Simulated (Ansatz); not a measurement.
# MoTe2 under a change: isotropic strain +2.40 %

The reference is MoTe2 (space group P6_3/mmc, No. 194; a = 3.497 Å, c = 13.696 Å; layered, stacked along the Cartesian z axis).

It is then changed as follows: every lattice vector is stretched by 2.40 %, atoms relaxed at fixed cell.

Method: DFT with PBE-D3(BJ), PAW potentials and a 420 eV plane-wave cutoff in Ansatz (a first-principles code), spin-orbit coupling left out. Γ-centred 11×11×3 mesh, Fermi–Dirac width 0.05 eV.

| quantity | base | changed | shift |
|---|---|---|---|
| volume per atom | 24.17 Å³ | 25.95 Å³ | +1.78 Å³ |
| space group | P6_3/mmc (No. 194) | P6_3/mmc (No. 194) | – |
| shortest interatomic distance | 2.716 Å | 2.737 Å | +0.0204 Å |
| energy relative to the base (free energy F) | 0 meV/atom | +18 meV/atom | +18 meV/atom |
| pressure (mean of the normal stresses, compression positive) | 0.00 GPa | -3.00 GPa | -3.00 GPa |
| band gap | 0.60 eV | 0.69 eV | +0.09 eV |
| smallest direct gap | 1.03 eV | 0.93 eV | -0.10 eV |
| valence-band top at Γ (three highest levels, from the VBM) | 0.00, -0.18, -1.01 eV | 0.00, -0.29, -0.95 eV | – |
| largest internal atomic displacement | – | 0.068 Å | – |

With Te present, leaving out spin-orbit coupling can change the band edges. No phonon test of stability was made. The program warned that a D3 coordination switch lies within reach, so dispersion energies are less smooth here.
